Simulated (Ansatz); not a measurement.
# CdS: response to strain

Start from CdS in the zinc blende structure (space group F-43m, No. 216; a = 5.824 Å). Axes: x, y, z lie along the cube axes.

Strains are applied to the cell and any free atomic positions relax.

Calculations: Kohn–Sham DFT with the PBEsol functional, run in Ansatz (an electronic-structure program) with PAW and 420 eV plane waves, spin-orbit coupling left out.

Notes on the quantities. pressure: mean of the normal stresses, compression positive; energy relative to the base: free energy F.

```tsv
change	shortest interatomic distance	pressure	electron mass	energy relative to the base
base	2.522 Å	0.00 GPa	0.11 mₑ (at Γ)	0 meV/atom
uniaxial strain ε_zz = −2.50 %	2.501 Å	1.63 GPa	0.12 mₑ (at Γ)	+3.7 meV/atom
uniaxial strain ε_zz = −2.00 %	2.505 Å	1.29 GPa	0.12 mₑ (at Γ)	+2.3 meV/atom
uniaxial strain ε_zz = −1.50 %	2.509 Å	0.96 GPa	0.11 mₑ (at Γ)	+1.3 meV/atom
uniaxial strain ε_zz = −1.00 %	2.514 Å	0.63 GPa	0.11 mₑ (at Γ)	+0.6 meV/atom
uniaxial strain ε_zz = +0.50 %	2.526 Å	-0.30 GPa	0.11 mₑ (at Γ)	+0.1 meV/atom
uniaxial strain ε_zz = +1.00 %	2.530 Å	-0.60 GPa	0.11 mₑ (at Γ)	+0.6 meV/atom
uniaxial strain ε_zz = +1.50 %	2.535 Å	-0.89 GPa	0.11 mₑ (at Γ)	+1.3 meV/atom
uniaxial strain ε_zz = +2.50 %	2.543 Å	-1.45 GPa	0.11 mₑ (at Γ)	+3.5 meV/atom
uniaxial strain ε_zz = +3.00 %	___	___	–	___
```

Question: What belongs in the blanks?

Answer: 
- uniaxial strain ε_zz = +3.00 %, shortest interatomic distance: 2.547 Å
- uniaxial strain ε_zz = +3.00 %, pressure: -1.72 GPa
- uniaxial strain ε_zz = +3.00 %, energy relative to the base: +5.0 meV/atom

The levels and masses belong to the bands next to the band gap. Effective masses come from finite differences of ±0.01 Å⁻¹. Whether these cells are dynamically stable was not tested.
